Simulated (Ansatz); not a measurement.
# SiO2: pressure series

Start from SiO2 in the rutile structure (space group P4_2/mnm, No. 136).

```
CELL_PARAMETERS angstrom
      4.15488     0.00000     0.00000
      0.00000     4.15488     0.00000
      0.00000     0.00000     2.66145
ATOMIC_POSITIONS crystal
  Si 0.00000 0.00000 0.00000
  Si 0.50000 0.50000 0.50000
  O  0.30558 0.30558 0.00000
  O  0.80558 0.19442 0.50000
  O  0.19442 0.80558 0.50000
  O  0.69442 0.69442 0.00000
```

Cell and atoms are relaxed at each pressure.

Level of theory: Ansatz (a quantum-chemistry and plane-wave program) LDA, no SOC.

Candidates:
(a) pressure 15 GPa
(b) pressure 0.9 GPa
(c) pressure 30 GPa

For the base:

- Band gap: 5.81 eV

Q: Order them by band gap, highest first.

A: (c) pressure 30 GPa (6.59 eV), (a) pressure 15 GPa (6.53 eV), (b) pressure 0.9 GPa (5.86 eV)

Load acts through the strain it causes; cell and atoms are relaxed under it. Whether these cells are dynamically stable was not tested. Competing high-pressure phases were not computed.
